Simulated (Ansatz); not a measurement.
## A computed series for TaAgO3: pressure series

Base system: TaAgO3 (space group R-3c, No. 167; a cell from a computed database, its experimental status unchecked).

```cif
data_Ag2O6Ta2
_chemical_formula_sum 'Ta2 Ag2 O6'
_space_group_name_H-M_alt 'P 1'
_space_group_IT_number 1
_cell_length_a 5.58300
_cell_length_b 5.58300
_cell_length_c 5.58300
_cell_angle_alpha 58.747
_cell_angle_beta 58.747
_cell_angle_gamma 58.747
loop_
_space_group_symop_operation_xyz
  'x, y, z'
loop_
_atom_site_label
_atom_site_type_symbol
_atom_site_fract_x
_atom_site_fract_y
_atom_site_fract_z
_atom_site_occupancy
Ta1 Ta 0.00000 0.00000 0.00000 1
Ta2 Ta 0.50000 0.50000 0.50000 1
Ag1 Ag 0.75000 0.75000 0.75000 1
Ag2 Ag 0.25000 0.25000 0.25000 1
O1 O 0.81786 0.68214 0.25000 1
O2 O 0.18214 0.31786 0.75000 1
O3 O 0.25000 0.81786 0.68214 1
O4 O 0.75000 0.18214 0.31786 1
O5 O 0.68214 0.25000 0.81786 1
O6 O 0.31786 0.75000 0.18214 1
```

Cell and atoms are relaxed at each pressure.

Computed with PBEsol (Ansatz, a first-principles code; PAW; 420 eV plane waves; without spin-orbit coupling).

```json
[
 {"case": "base", "smallest direct gap": "1.87 eV", "volume per atom": "11.95 Å³", "band gap": "1.77 eV"},
 {"case": "pressure −2 GPa", "smallest direct gap": "1.88 eV", "volume per atom": "12.08 Å³", "band gap": "1.78 eV"},
 {"case": "pressure −1 GPa", "smallest direct gap": "1.88 eV", "volume per atom": "12.01 Å³", "band gap": "1.78 eV"},
 {"case": "pressure 0.3 GPa", "smallest direct gap": "1.87 eV", "volume per atom": "11.94 Å³", "band gap": "1.77 eV"},
 {"case": "pressure 0.7 GPa", "smallest direct gap": "1.87 eV", "volume per atom": "11.91 Å³", "band gap": "1.77 eV"},
 {"case": "pressure 1.5 GPa", "smallest direct gap": "1.86 eV", "volume per atom": "11.86 Å³", "band gap": "1.76 eV"},
 {"case": "pressure 3 GPa", "smallest direct gap": "1.86 eV", "volume per atom": "11.78 Å³", "band gap": "1.75 eV"},
 {"case": "pressure 5 GPa", "smallest direct gap": "1.85 eV", "volume per atom": "[?]", "band gap": "1.74 eV"},
 {"case": "pressure 7.5 GPa", "smallest direct gap": "1.85 eV", "volume per atom": "[?]", "band gap": "1.73 eV"},
 {"case": "pressure 10 GPa", "smallest direct gap": "1.84 eV", "volume per atom": "11.42 Å³", "band gap": "1.72 eV"}
]
```

Question: Some entries are withheld; estimate them.

Answer: 
- pressure 5 GPa, volume per atom: 11.67 Å³
- pressure 7.5 GPa, volume per atom: 11.54 Å³

Spin-orbit coupling, missing from the scalar runs, can matter with Ta. Load acts through the strain it causes; cell and atoms are relaxed under it. Whether these cells are dynamically stable was not tested. Competing high-pressure phases were not computed.
